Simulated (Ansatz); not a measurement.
Electronic density of states of amorphous Hf18O39Ga2, density 8.70 g/cm³, on a 2×2×2 Γ-centred mesh with a Gaussian width of 0.1 eV; energies count from the Fermi level, whose place inside the gap is arbitrary. Cell and mesh are small, so fine structure isn't converged. Method: PBE, scalar-relativistic without spin-orbit coupling (plane waves to 420 eV, PAW; Ansatz, a first-principles code). Sampling: a 2×2×2 Γ-centred mesh; Fermi-Dirac width 0.02 eV; no spin polarisation. At PBE the levels at the filled edge of the gap are localised (band-tail or defect states).

A CHGNet melt-quench gave the starting glass, which DFT then relaxed. O atoms were pushed apart under 1.9 Å during the dynamics, to hinder bonds among them. The hot cell started wider than the set density and was brought back towards it in steps. It is the lowest in DFT energy of 2 quenches. It is a model cell: composition and starting density were chosen by hand, and all elements were melted together. No dispersion term was used. Its density started from a set value of 8.70 and ended at 8.70 g/cm³. The quench (nominally 380 K/ps over its main leg) was far faster than any real one, so the model tends to hold more defects than a real film. A cell of this size samples the disorder only roughly. The volume was held where the preparation left it and the shape relaxed, at a PBE pressure of 0.3 GPa. Stress components on the final sampling reach 1.7 GPa. Cycles of charging lowered its energy after that relaxation.

```tsv
E - EF (eV)	states/(eV atom)
-12.00	1.93
-11.90	1.14
-11.80	0.31
-11.70	0.02
-11.60	0.00
-11.50	0.00
-11.40	0.00
-11.30	0.00
-11.20	0.00
-11.10	0.00
-11.00	0.00
-10.90	0.00
-10.80	0.00
-10.70	0.00
-10.60	0.00
-10.50	0.00
-10.40	0.00
-10.30	0.00
-10.20	0.00
-10.10	0.00
-10.00	0.00
-9.90	0.00
-9.80	0.00
-9.70	0.00
-9.60	0.00
-9.50	0.00
-9.40	0.00
-9.30	0.00
-9.20	0.00
-9.10	0.00
-9.00	0.00
-8.90	0.00
-8.80	0.00
-8.70	0.00
-8.60	0.00
-8.50	0.00
-8.40	0.00
-8.30	0.00
-8.20	0.01
-8.10	0.09
-8.00	0.18
-7.90	0.21
-7.80	0.14
-7.70	0.03
-7.60	0.00
-7.50	0.00
-7.40	0.00
-7.30	0.00
-7.20	0.01
-7.10	0.05
-7.00	0.14
-6.90	0.31
-6.80	0.45
-6.70	0.50
-6.60	0.54
-6.50	0.56
-6.40	0.62
-6.30	0.67
-6.20	0.74
-6.10	0.81
-6.00	0.73
-5.90	0.72
-5.80	0.83
-5.70	0.82
-5.60	0.77
-5.50	0.73
-5.40	0.79
-5.30	0.83
-5.20	0.82
-5.10	0.81
-5.00	0.79
-4.90	0.84
-4.80	0.82
-4.70	0.80
-4.60	0.84
-4.50	0.82
-4.40	0.85
-4.30	0.89
-4.20	0.83
-4.10	0.83
-4.00	0.84
-3.90	0.83
-3.80	0.86
-3.70	0.87
-3.60	0.85
-3.50	0.90
-3.40	0.93
-3.30	0.92
-3.20	0.91
-3.10	0.92
-3.00	1.06
-2.90	1.06
-2.80	0.96
-2.70	0.94
-2.60	0.83
-2.50	0.84
-2.40	0.90
-2.30	0.82
-2.20	0.62
-2.10	0.39
-2.00	0.15
-1.90	0.02
-1.80	0.00
-1.70	0.00
-1.60	0.00
-1.50	0.00
-1.40	0.00
-1.30	0.00
-1.20	0.00
-1.10	0.00
-1.00	0.00
-0.90	0.00
-0.80	0.00
-0.70	0.00
-0.60	0.00
-0.50	0.00
-0.40	0.00
-0.30	0.00
-0.20	0.00
-0.10	0.00
0.00	0.00
0.10	0.00
0.20	0.00
0.30	0.00
0.40	0.00
0.50	0.00
0.60	0.00
0.70	0.00
0.80	0.00
0.90	0.00
1.00	0.00
1.10	0.00
1.20	0.00
1.30	0.00
1.40	0.00
1.50	0.00
1.60	0.00
1.70	0.00
1.80	0.00
1.90	0.02
2.00	0.11
2.10	0.17
2.20	0.20
2.30	0.33
2.40	0.41
2.50	0.42
2.60	0.44
2.70	0.52
2.80	0.55
2.90	0.58
3.00	0.62
3.10	0.66
3.20	0.64
3.30	0.65
3.40	0.67
3.50	0.70
3.60	0.70
3.70	0.72
3.80	0.73
3.90	0.69
4.00	0.67
4.10	0.66
4.20	0.68
4.30	0.69
4.40	0.67
4.50	0.64
4.60	0.68
4.70	0.66
4.80	0.63
4.90	0.58
5.00	0.59
```

The level gap on this mesh is 4.04 eV; the broadening fills part of it in the curve.
